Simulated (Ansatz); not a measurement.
# OH on the 1x1 (0001) surface of hcp Ru, one in a 3x3 cell, started at the site 'top Ru'

Method: PBE (plane waves to 420 eV, PAW; Ansatz, a program for electronic structure).

Set-up: 38 atoms, 6.3 Å thick at the start under the adsorbate (thin: gaps and levels are the slab's own); mesh 4x4x1; 0.1 eV smearing; dipole correction on; 18 atoms held, the rest relaxed; no symmetry held; spin-polarised, no spin-orbit, no U, no dispersion correction. The starting moment vanished. At the end it is bonded to 3 Ru. In PBE it is, or lies within 0.03 eV of, the lowest of the starts that converged.

```
Item                                                                                                                                              Value
--------------------------------------------------------------------------------------  ---------------------------------------------------------------
adsorption energy against H2O(g) − ½ H2(g)                                                                                                     -0.20 eV
work function of the top face                                                                                                                   4.24 eV
change of the work function                                                                                                                    -0.76 eV
change of the step from the bottom to the top vacuum level, against the clean slab                                                             -0.76 eV
energy released by relaxation                                                                                                                   0.89 eV
height of the binding atom over the mean of the host atoms within 0.3 Å of the top one                                                          1.550 Å
magnetic moment of the cell                                                                                                                     0.00 μB
nearest host atoms of the binding atom                                                                         Ru at 2.19 Å, Ru at 2.19 Å, Ru at 2.20 Å
largest move of a host atom                                                                                                                      0.04 Å
note                                                                                    in the relaxation the adsorbate left its starting site by 1.6 Å
```

A negative adsorption energy means that the adsorbate is more stable on the surface than in its reference.
